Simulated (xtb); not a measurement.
xtb 6.7.1, GFN1-xTB: C[Si](C)(c1ccc2c(c1)sc1ccccc12)c1ccc2c(c1)sc1ccccc12, 49 atoms. The geometry is a generated start, not checked to be a minimum at this level.

| Property | Result |
|---|---|
| run flags | --grad |
| method | GFN1-xTB |
| --acc | 1 (default) |
| --etemp (K) | 300 (default) |
| basis functions | 174 |
| valence electrons | 140 |

One run each on 1 thread. Values of broydamp tried: 0.02, 0.05, 0.1, 0.2, 0.4 (default), 0.6, 0.8, 1.

**Question.** Which value of broydamp needs the fewest SCC iterations, and what happens away from it?

**Answer.** Fewest SCC iterations, within one of each other: 0.2 with 12, 0.4 (default) with 11, 0.6 with 11, 0.8 with 12. The count rises to 17 at 0.02. All converge to one solution.

```json
[
 {"broydamp": "0.02", "SCC iterations": "17", "end": "same solution"},
 {"broydamp": "0.05", "SCC iterations": "15", "end": "same solution"},
 {"broydamp": "0.1", "SCC iterations": "14", "end": "same solution"},
 {"broydamp": "0.2", "SCC iterations": "12", "end": "same solution"},
 {"broydamp": "0.4 (default)", "SCC iterations": "11", "end": "same solution"},
 {"broydamp": "0.6", "SCC iterations": "11", "end": "same solution"},
 {"broydamp": "0.8", "SCC iterations": "12", "end": "same solution"},
 {"broydamp": "1", "SCC iterations": "13", "end": "same solution"}
]
```
